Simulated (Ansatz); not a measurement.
For InAs (model structure, started from the WC type, P-6m2, No. 187, 2 atoms in the cell), PBE in Ansatz (PAW) gives:

```
Quantity                       Value
---------------------  -------------
lattice constant a           4.020 Å
c axis length                3.539 Å
enthalpy of formation  0.066 eV/atom
```

### Question
What does r²SCAN in Ansatz (PAW) give for the same quantities?

### Answer

- lattice constant a: 3.956 Å (decreases by 1.6 %)
- lattice parameter c: 3.525 Å (shrinks by 0.4 %)
- formation enthalpy: 0.010 eV/atom (drops by 0.056 eV/atom)

Changes are worked out from the printed values.

Unless a cell is named, each level is at its own relaxed cell (PBE 24.76, r²SCAN 23.89 Å³/atom).

Levels without +SOC leave out spin–orbit coupling, which shifts energies and cells of such heavy elements.

Ansatz's density-functional and Hartree–Fock values are scalar-relativistic unless marked +SOC, with PAW data made under PBE.

A model structure was made by putting elements into a prototype or built by hand; it is no filed structure, need not be a known phase, and can be a saddle point held by its symmetry.

Ansatz is an electronic-structure program.
